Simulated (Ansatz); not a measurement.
We consider C11b MoSi₂, described by rVV10 (plane waves, PAW; Ansatz, an electronic-structure program).

Numerical settings: plane-wave cutoff 520 eV, 24×24×24 k mesh, Fermi–Dirac smearing 0.05 eV, no spin polarisation, scalar-relativistic PAW data made under PBE.

Cell (relaxed at this level):

```xyz
3
Lattice="-1.6144 1.6144 3.9523 1.6144 -1.6144 3.9523 1.6144 1.6144 -3.9523" Properties=species:S:1:pos:R:3 pbc="T T T"
Si     0.0000     0.0000     5.2575
Si     0.0000     0.0000     2.6472
Mo     0.0000     0.0000     0.0000
```

### Question
Estimate the bulk modulus B0 and pressure derivative B′ of the bulk modulus that the calculation returns.

### Answer

* **bulk modulus B0**: 195 GPa
* **pressure derivative B′ of the bulk modulus**: 4.6

The run finds no gap.

Measured, for comparison: bulk modulus 222 ± 2 GPa (room temperature, no zero-point or thermal correction, B' = 4; as tabulated in Structural stability of MoSi2 and Mo5Si3 under high pressure, Chin. Phys. B 26 …). Computed (rounded) less measured: bulk modulus -12 %.

Note: the bulk modulus comes from volumes at which shape and atoms were relaxed.

The computed numbers hold no vibrational or temperature effects.

It cost around 11 core-minutes (rough) of CPU time.
